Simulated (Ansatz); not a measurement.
Convergence test for RbScS₂O₈ (P321, 12 atoms in the cell)

```yaml
crystal:
  lattice:
    - [5.06570, 0.00000, 0.00000]
    - [-2.53285, 4.38703, 0.00000]
    - [0.00000, 0.00000, 8.77903]
  atoms:
    - { symbol: Rb, position: [0.00000, 0.00000, 0.50000] }
    - { symbol: Sc, position: [0.00000, 0.00000, 0.00000] }
    - { symbol: S, position: [0.33333, 0.66667, 0.21060] }
    - { symbol: S, position: [0.66667, 0.33333, 0.78940] }
    - { symbol: O, position: [0.09596, 0.36174, 0.15138] }
    - { symbol: O, position: [0.63826, 0.73422, 0.15138] }
    - { symbol: O, position: [0.26578, 0.90404, 0.15138] }
    - { symbol: O, position: [0.36174, 0.09596, 0.84862] }
    - { symbol: O, position: [0.73422, 0.63826, 0.84862] }
    - { symbol: O, position: [0.90404, 0.26578, 0.84862] }
    - { symbol: O, position: [0.33333, 0.66667, 0.37682] }
    - { symbol: O, position: [0.66667, 0.33333, 0.62318] }
```

Method: HSE06, default PAW files made with PBE (plane waves; Ansatz, a first-principles code).

The starting cell comes from a database of computed structures (which also holds hypothetical and non-ambient phases and stackings), without a prior relaxation at this level. Its lattice was rescaled by a random factor within 2.5 % of one. In the base run, with a pressure of about -4 GPa the cell is away from its equilibrium volume at this level. Ansatz's pressure includes its estimate of the finite-basis (Pulay) stress.

Held fixed: basis.ecutwfc = 420 eV; hamiltonian.xc = hse06; hamiltonian.pseudopotentials = {kind: paw} (the program's default PAW files); scf.occupations.method = fixed.

ΔF is the free energy per atom less that of the last row (5 5 3).

| kpoints.mp_grid.grid | ΔF (meV/atom) | pressure (GPa) | largest force (eV/Å) | gap on the mesh (eV) | k-points |
|---|---|---|---|---|---|
| 1 1 1 | 122.1 | -3.83 | 1.331 | 6.319 | 1 |
| 2 2 1 | 1.96 | -4.23 | 0.929 | 6.393 | 2 |
| 3 3 2 | 0.01 | -4.24 | 0.931 | 6.364 | 6 |
| 4 4 2 | -0.02 | -4.24 | 0.931 | 6.353 | 8 |
| 5 5 3 | 0.00 | -4.25 | 0.931 | 6.342 | 12 |

Pressure within 0.2 GPa of the last row: from kpoints.mp_grid.grid = 2 2 1 on; the one before it is off by 0.42 GPa. The value it settles on is -4.2 GPa at this level of theory and with the other settings as held.

Gaps are taken between levels on the mesh.

Keys are those of Ansatz 0.2.
